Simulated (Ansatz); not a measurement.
InP (model structure, started from the WC type, P-6m2, No. 187, 2 atoms in the cell): c axis length by level of theory

No measured value is used here.

```tsv
level (code)	value (Å)
PBE (Ansatz)	3.442
PBEsol (Ansatz)	3.419
PBE-D3(BJ) (Ansatz)	3.434
r²SCAN (Ansatz)	3.420
```

Ansatz's density-functional and Hartree–Fock values are scalar-relativistic unless marked +SOC, with PAW data made under PBE.

A model structure was made by putting elements into a prototype or built by hand; it is no filed structure, need not be a known phase, and can be a saddle point held by its symmetry.

Ansatz is a first-principles code.
